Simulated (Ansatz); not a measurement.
Consider the following.

```
CELL_PARAMETERS angstrom
      0.00000     3.04985     2.69650
      3.04985     0.00000     2.69650
      3.04985     3.04985     0.00000
ATOMIC_POSITIONS crystal
  Cd 0.00000 0.00000 0.00000
  S  0.25000 0.25000 0.25000
```

Level of theory: PBEsol with spin-orbit coupling, rigid bands (plane waves, PAW; Ansatz, a first-principles code). Condition of this run: biaxial stress xx = yy = -2 GPa (compression positive) (the target of the relaxation). How the cell was made: cell and atoms relaxed with PBEsol, then loaded as said.

Q: What conductivity effective mass do dilute electrons have at 300 K?

A: 0.127 (x), 0.127 (y), 0.110 (z) mₑ.

Q: What conductivity effective mass do dilute holes have at 300 K?

A: 0.84 (x), 0.84 (y), 0.25 (z) mₑ.

Q: And the band gap?

A: 0.77 eV at this level; semilocal functionals usually fall short of the measured gap.

Rigid bands, one relaxation time for all states, no polarons.
